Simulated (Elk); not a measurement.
Elk run on MgZn (Pm-3m, 2 atoms in the cell): self-consistent single point

Computed with LDA (PW92), all-electron FP-LAPW, Elk's shipped species files, APW+lo basis with extra local orbitals (Elk 10.2.4).

Input as run:

```
tasks
  0

tforce
  .true.

rgkmax
  8.0

gmaxvr
  18.0

lmaxapw
  10

lmaxo
  8

nxlo
  2

lorbcnd
  .true.

lradstp
  2

nrmtscf
  2.0

lmaxi
  4

stype
  0

swidth
  0.00183747

maxscl
  100

avec
    6.2098044517    0.0000000000    0.0000000000
    0.0000000000    6.2098044517    0.0000000000
    0.0000000000    0.0000000000    6.2098044517

sppath
  'species/'

atoms
  2
  'Mg.in'
  1
  0.0000000000  0.0000000000  0.0000000000    0.0 0.0 0.0
  'Zn.in'
  1
  0.5000000000  0.5000000000  0.5000000000    0.0 0.0 0.0

ngridk
  10 10 10
```

The program printed (abridged):

```
│ Elk code version 10.2.4 │

All units are atomic (Hartree, Bohr, etc.)

│ Ground-state run starting from atomic densities │

Lattice vectors :
   6.209804452       0.000000000       0.000000000
   0.000000000       6.209804452       0.000000000
   0.000000000       0.000000000       6.209804452

Unit cell volume      :    239.4604383
Brillouin zone volume :    1.035871375

Muffin-tin inner radius fraction :   0.1000000000E-01

Nuclei treated as point charges

Species :    1 (Mg)
 parameters loaded from : Mg.in
 name : magnesium
 nuclear charge    :   -12.00000000
 electronic charge :    12.00000000
 atomic mass :    44305.30462
 muffin-tin radius :    2.200000000
 number of radial points in muffin-tin :    799
 atomic positions (lattice), magnetic fields (Cartesian) :
   1 :   0.00000000  0.00000000  0.00000000    0.00000000  0.00000000  0.00000000

Species :    2 (Zn)
 parameters loaded from : Zn.in
 name : zinc
 nuclear charge    :   -30.00000000
 electronic charge :    30.00000000
 atomic mass :    119233.3129
 muffin-tin radius :    2.400000000
 number of radial points in muffin-tin :    999
 atomic positions (lattice), magnetic fields (Cartesian) :
   1 :   0.50000000  0.50000000  0.50000000    0.00000000  0.00000000  0.00000000

Total number of atoms per unit cell :    2

Spin treatment :
 spin-unpolarised

Number of Bravais lattice symmetries :   48
Number of crystal symmetries         :   48
Crystal has inversion symmetry
Real symmetric eigensolver will be used

k-point grid :     10    10    10
k-point offset :    0.000000000       0.000000000       0.000000000
k-point set is reduced with full crystal symmetry group
Total number of k-points :       56

Muffin-tin radius times maximum |G+k| :    8.000000000
 using average radius
Maximum |G+k| for APW functions       :    3.478260870
Maximum (1/2)|G+k|²                   :    6.049149338
Maximum |G| for potential and density :    18.00000000
 potential will be trimmed for |G| > 2 gkmax
Constant for pseudocharge density :   11
Radial integration step length :    2

G-vector grid sizes :     36    36    36
Number of G-vectors :    23583

Maximum angular momentum used for
 APW functions                      :   10
 outer part of muffin-tin           :    8
 inner part of muffin-tin           :    4

Total nuclear charge    :   -42.00000000
Total core charge       :    14.00000000
Total valence charge    :    28.00000000
Total excess charge     :    0.000000000
Total electronic charge :    42.00000000

Effective Wigner radius, rₛ :    1.108235245

Number of empty states         :    8
Total number of valence states :   22
Total number of core states    :   14

Conduction state local-orbitals added automatically
Total number of local-orbitals :  215

Exchange-correlation functional :      3     0     0
 Perdew-Wang/Ceperley-Alder, Phys. Rev. B 45, 13244 (1992)
 gradient requirement :    0
 local density approximation (LDA)

Smearing type :    0
 Gaussian
Smearing width :   0.1837470000E-02
Effective electronic temperature (K) :    580.2271348

Mixing type :    3
 Broyden mixing, J. Phys. A: Math. Gen. 17, L317 (1984)

Kohn-Sham potential initialised from atomic data

│ Self-consistent loop started │
│ Loop number : 1 │
 total energy                :     -1989.60286829
│ Loop number : 2 │
 total energy                :     -1989.79170513
RMS change in Kohn-Sham potential (target) :   0.8371126902E-01 (  0.1000000000E-05)
Absolute change in total energy (target)   :   0.1888368436     (  0.1000000000E-03)
│ Loop number : 3 │
 total energy                :     -1991.70950804
RMS change in Kohn-Sham potential (target) :   0.4166496235E-01 (  0.1000000000E-05)
Absolute change in total energy (target)   :    1.965012122     (  0.1000000000E-03)
│ Loop number : 4 │
 total energy                :     -1992.61588347
RMS change in Kohn-Sham potential (target) :   0.2050069522E-01 (  0.1000000000E-05)
Absolute change in total energy (target)   :    1.397628455     (  0.1000000000E-03)
│ Loop number : 5 │
 total energy                :     -1992.93168116
RMS change in Kohn-Sham potential (target) :   0.1097937918E-01 (  0.1000000000E-05)
Absolute change in total energy (target)   :   0.6652048052     (  0.1000000000E-03)
│ Loop number : 6 │
 total energy                :     -1993.02012769
RMS change in Kohn-Sham potential (target) :   0.2867683112E-02 (  0.1000000000E-05)
Absolute change in total energy (target)   :   0.2547477297     (  0.1000000000E-03)
│ Loop number : 7 │
 total energy                :     -1992.95686287
RMS change in Kohn-Sham potential (target) :   0.5855761272E-03 (  0.1000000000E-05)
Absolute change in total energy (target)   :   0.4221182585E-03 (  0.1000000000E-03)
│ Loop number : 8 │
 total energy                :     -1992.94898954
RMS change in Kohn-Sham potential (target) :   0.5087717398E-03 (  0.1000000000E-05)
Absolute change in total energy (target)   :   0.7767803990E-02 (  0.1000000000E-03)
│ Loop number : 9 │
 total energy                :     -1992.96431984
RMS change in Kohn-Sham potential (target) :   0.1274451329E-03 (  0.1000000000E-05)
Absolute change in total energy (target)   :   0.1338834379E-01 (  0.1000000000E-03)
│ Loop number : 10 │
 total energy                :     -1992.96988242
RMS change in Kohn-Sham potential (target) :   0.1097072563E-04 (  0.1000000000E-05)
Absolute change in total energy (target)   :   0.8909672164E-02 (  0.1000000000E-03)
│ Loop number : 11 │
 total energy                :     -1992.97050451
RMS change in Kohn-Sham potential (target) :   0.1133837776E-05 (  0.1000000000E-05)
Absolute change in total energy (target)   :   0.2849502524E-02 (  0.1000000000E-03)
│ Loop number : 12 │
 total energy                :     -1992.97052157
RMS change in Kohn-Sham potential (target) :   0.5325432170E-06 (  0.1000000000E-05)
Absolute change in total energy (target)   :   0.7294428244E-03 (  0.1000000000E-03)
│ Loop number : 13 │
 total energy                :     -1992.97052223
RMS change in Kohn-Sham potential (target) :   0.1892853666E-06 (  0.1000000000E-05)
Absolute change in total energy (target)   :   0.1830175665E-03 (  0.1000000000E-03)
│ Loop number : 14 │
 total energy                :     -1992.97051338
RMS change in Kohn-Sham potential (target) :   0.4956954382E-07 (  0.1000000000E-05)
Absolute change in total energy (target)   :   0.3690106109E-04 (  0.1000000000E-03)
Convergence targets achieved

│ Loop number : 15 │

Energies :
 Fermi                       :     0.184045170626
 sum of eigenvalues          :     -1132.82739992
 electron kinetic            :      2025.01909186
 core electron kinetic       :      1745.60724525
 Coulomb                     :     -3933.44850173
 Coulomb potential           :     -3045.95532056
 nuclear-nuclear             :     -239.630599328
 electron-nuclear            :     -4341.68048425
 Hartree                     :      647.862581843
 Madelung                    :     -2410.47084145
 xc potential                :     -111.891171217
 exchange                    :     -80.9671410595
 correlation                 :     -3.57396106464
 total energy                :     -1992.97051199

Density of states at Fermi energy :    10.97936282
 (states/Hartree/unit cell)

Estimated indirect band gap :   0.4715134403E-02
 from k-point     16 to k-point     31
Estimated direct band gap   :   0.1903242627E-01
 at k-point     50

Charges :
 core                        :    14.00000000
 valence                     :    28.00000000
 interstitial                :    2.560804727
 muffin-tins (core leakage)
  species :    1 (Mg)
   atom    1                 :    10.50104057     (  0.2220446049E-15)
  species :    2 (Zn)
   atom    1                 :    28.93815470     (  0.8468735599E-04)
 total in muffin-tins        :    39.43919527
 total calculated charge     :    41.99980610
 total charge                :    42.00000000
 error                       :   0.1939035545E-03

│ Self-consistent loop stopped │

Forces :
 species :    1 (Mg)
  atom :    1
   Hellmann-Feynman          :    -0.00000000    0.00000000    0.00000000
   IBS                       :     0.00000000   -0.00000000    0.00000000
   total force               :    -0.00000000   -0.00000000    0.00000000
   total magnitude           :     0.00000000
 species :    2 (Zn)
  atom :    1
   Hellmann-Feynman          :    -0.00000000    0.00000000    0.00000000
   IBS                       :     0.00000000    0.00000000    0.00000000
   total force               :     0.00000000    0.00000000    0.00000000
   total magnitude           :     0.00000000
```

The run converged in 15 iterations. The count includes the last loop, which Elk runs after its targets are met.

The starting cell comes from a database of computed structures (which also holds hypothetical and non-ambient phases and stackings), without a prior relaxation at this level. Its lattice was rescaled by a random factor within 2.5 % of one. Values depend on the basis (sphere radii, cutoffs, local orbitals), which need not be converged. The log's line on a gap gives a spacing of levels on this mesh, which the program prints for metals too.

Cost on one core of a shared machine: roughly 80 s.
